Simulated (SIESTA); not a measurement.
# A short convergence ladder for TiHg (P4/mmm, 2 atoms in the cell)

```
TiHg
1.0
    3.02460     0.00000     0.00000
    0.00000     3.02460     0.00000
    0.00000     0.00000     4.11345
Ti Hg
1 1
Direct
  0.50000   0.50000   0.50000
  0.00000   0.00000   0.00000
```
Moments meant for the start (each program seeds them in its own way; μB, in the order of the atoms Ti Hg): 1.0 0.0.

Base method: LDA PW92, numerical atomic orbitals TZP, PseudoDojo LDA standard norm-conserving potentials (rewritten from UPF to PSML) in SIESTA.

Base settings: XC.functional = LDA; XC.authors = PW92; potentials = PseudoDojo LDA standard; PAO.BasisSize = TZP; PAO.EnergyShift = 0.01 Ry; MeshCutoff = 350 Ry; kgrid.MonkhorstPack = 5 5 4; OccupationFunction = FD; ElectronicTemperature = 0.1 eV; Spin = polarized.

Core times come from one kind of shared machine, to one figure; runs under 30 s give none.

**The force threshold of a relaxation**

On TiHg (P4mm, 2 atoms in the cell): one atom moved by 0.15 angstrom.

In this ladder: MD.TypeOfRun = FIRE; MD.Steps = 40.

The mesh stays at the base's, so the ladder's end is converged at best in this setting alone.

Only quantities that move along the ladder and can be compared are tabulated.

```tsv
MD.MaxForceTol	free energy less the last step's (meV/atom)	largest force left (eV/Å)	relaxation steps	core time / last (rough)
0.2 eV/Ang	1.82	0.1693	4	0.2
0.1 eV/Ang	0.53	0.0947	6	0.3
0.05 eV/Ang	0.09	0.0340	10	0.4
0.03 eV/Ang	0.03	0.0179	11	0.4
0.02 eV/Ang	0.03	0.0179	11	0.3
0.01 eV/Ang	0.01	0.0062	12	0.5
0.005 eV/Ang	0.01	0.0041	21	0.6
0.002 eV/Ang	0.00	0.0015	35	1
```

Coarsest MD.MaxForceTol that holds the free energy within 1 meV/atom of the last step, with all finer ones: 0.1 eV/Ang, at about 0.3 of the last step's time; the step before is off by 1.8 meV/atom.

Coarsest MD.MaxForceTol that holds the largest force left within 0.01 eV/Å of the last step, with all finer ones: 0.01 eV/Ang; the step before is off by 0.016 eV/Å.

On the base run: the starting cell comes from a database of computed structures (which also holds hypothetical and non-ambient phases and stackings), without a prior relaxation at this level. Its lattice was rescaled by up to half a per cent. The starting moments vanished: the run ended non-magnetic. Values carry the incompleteness of an atom-centred basis. In the base run, with a pressure of about -14 GPa the cell is away from its equilibrium volume at this level. Without a gap this mesh is coarse (it stands for a supercell whose shortest vector is 15 Å).

Left out of this page: 1 run of the series failed or unconverged.
